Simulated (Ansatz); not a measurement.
## TiC in the rock salt structure (space group Fm-3m, No. 225)

```cif
data_C4Ti4
_chemical_formula_sum 'C4 Ti4'
_space_group_name_H-M_alt 'Fm-3m'
_space_group_IT_number 225
_space_group_name_Hall '-F 4 2 3'
_cell_length_a 4.29297
_cell_length_b 4.29297
_cell_length_c 4.29297
_cell_angle_alpha 90.000
_cell_angle_beta 90.000
_cell_angle_gamma 90.000
loop_
_atom_site_label
_atom_site_type_symbol
_atom_site_symmetry_multiplicity
_atom_site_Wyckoff_symbol
_atom_site_fract_x
_atom_site_fract_y
_atom_site_fract_z
_atom_site_occupancy
C1 C 4 a 0.00000 0.00000 0.00000 1
Ti1 Ti 4 b 0.50000 0.50000 0.50000 1
```
(The calculation used a cell of 2 atoms; values per cell refer to that cell.)

All numbers come from plane-wave PAW DFT at the PBEsol level (Ansatz, an electronic-structure program, 420 eV), no SOC, earlier PAW set. Settings: 19×19×19 k-points, 0.05 eV Fermi–Dirac smearing.

The volume per atom is 9.89 Å³, the density is 5.03 g/cm³ and the band gap is zero. The total energy is -1361.213 eV/atom (σ→0; compares only within this code and set-up).

Whether these cells are dynamically stable was not tested. The final runs are not spin-polarised.
